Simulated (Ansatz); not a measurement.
Mg2Si, response to strain

Start from Mg$_{2}$Si (space group Fm-3m, No. 225; a = 6.326 Å). Axes: x, y, z lie along the cube axes.

Strains are applied to the cell and any free atomic positions relax.

The values are results of Ansatz (a quantum-chemistry and plane-wave program), PBEsol, PAW, cutoff 420 eV, spin-orbit coupling left out, not measurements.

Candidates:
(a) strain tensor (xx, yy, zz, yz, xz, xy) = (+2.07, +0.25, +0.35, −1.04, +0.98, +1.13) %
(b) uniaxial strain ε_zz = +2.73 %
(c) isotropic strain −4.24 %
(d) strain tensor (xx, yy, zz, yz, xz, xy) = (−1.51, −0.98, −0.40, +0.04, +0.46, −1.93) %
(e) tensor shear ε_xz = −0.18 %

Notes on the quantities. energy relative to the base: free energy F.

Task: Order them by energy relative to the base, highest first.

Result: (c) isotropic strain −4.24 % (+68 meV/atom), (d) strain tensor (xx, yy, zz, yz, xz, xy) = (−1.51, −0.98, −0.40, +0.04, +0.46, −1.93) % (+8.6 meV/atom), (a) strain tensor (xx, yy, zz, yz, xz, xy) = (+2.07, +0.25, +0.35, −1.04, +0.98, +1.13) % (+7.5 meV/atom), (b) uniaxial strain ε_zz = +2.73 % (+5.6 meV/atom), (e) tensor shear ε_xz = −0.18 % (0.0 meV/atom)

No phonon test of stability was made. The final runs are not spin-polarised.
